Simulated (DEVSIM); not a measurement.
Structure: Ru/Al2O3/p-Ge capacitor, at 300 K.

```csv
layer (left to right),material,thickness (nm),Na (cm⁻³)
1,Al2O3,2.90,-
2,Ge,3500,2.9e16
```

Metal gate on the left, work function 4.7 eV. Fixed charge at the semiconductor interface -2.9e10 cm⁻² (in units of +e); no interface traps.

This is a model device: material constants are rounded textbook-type values typed into the input, and sizes, dopings and lifetimes were drawn at random. Values at 300 K.

```csv
parameter,Al2O3,Ge
gap (eV),6.8,0.664
affinity (eV),1.35,4
permittivity,9,16
Nc (cm⁻³),-,1.04e19
Nv (cm⁻³),-,6e18
```

DEVSIM, 1D Poisson equation in equilibrium, Boltzmann statistics, complete ionisation; no quantum confinement or tunnelling. Metal contacts follow the ideal Schottky-Mott rule: no Fermi-level pinning, no interface dipoles.

**Question.** Tabulate band edges, carrier densities and field at 0.45 V on the gate.

**Answer.** Energies count from the Fermi level of the right contact; mesh points crowd at the junctions.

| x (μm) | Ec (eV) | Ev (eV) | n (cm⁻³) | p (cm⁻³) | field (V/cm) |
|---|---|---|---|---|---|
| 0.000 | 2.900 | -3.900 | < 1e2 | < 1e2 | 75000 |
| 0.0009372 | 2.907 | -3.893 | < 1e2 | < 1e2 | 75000 |
| 0.001921 | 2.914 | -3.886 | < 1e2 | < 1e2 | 75000 |
| 0.002863 | 2.921 | -3.879 | < 1e2 | < 1e2 | 66000 |
| 0.004737 | 0.279 | -0.385 | 2.2e14 | 2.0e12 | 38000 |
| 0.008055 | 0.291 | -0.373 | 1.3e14 | 3.3e12 | 37000 |
| 0.01505 | 0.316 | -0.348 | 5.1e13 | 8.6e12 | 35000 |
| 0.03729 | 0.385 | -0.279 | 3.5e12 | 1.3e14 | 27000 |
| 0.07415 | 0.465 | -0.199 | 1.6e11 | 2.7e15 | 16000 |
| 0.1543 | 0.521 | -0.143 | 1.8e10 | 2.4e16 | 1800 |
| 0.3232 | 0.526 | -0.138 | 1.5e10 | 2.9e16 | ≈ 0 |
| 0.8605 | 0.526 | -0.138 | 1.5e10 | 2.9e16 | ≈ 0 |
| 1.753 | 0.526 | -0.138 | 1.5e10 | 2.9e16 | ≈ 0 |
| 2.644 | 0.526 | -0.138 | 1.5e10 | 2.9e16 | ≈ 0 |
| 3.182 | 0.526 | -0.138 | 1.5e10 | 2.9e16 | ≈ 0 |
| 3.351 | 0.526 | -0.138 | 1.5e10 | 2.9e16 | ≈ 0 |
| 3.432 | 0.526 | -0.138 | 1.5e10 | 2.9e16 | ≈ 0 |
| 3.470 | 0.526 | -0.138 | 1.5e10 | 2.9e16 | ≈ 0 |
| 3.491 | 0.526 | -0.138 | 1.5e10 | 2.9e16 | ≈ 0 |
| 3.498 | 0.526 | -0.138 | 1.5e10 | 2.9e16 | ≈ 0 |
| 3.501 | 0.526 | -0.138 | 1.5e10 | 2.9e16 | ≈ 0 |
| 3.503 | 0.526 | -0.138 | 1.5e10 | 2.9e16 | ≈ 0 |
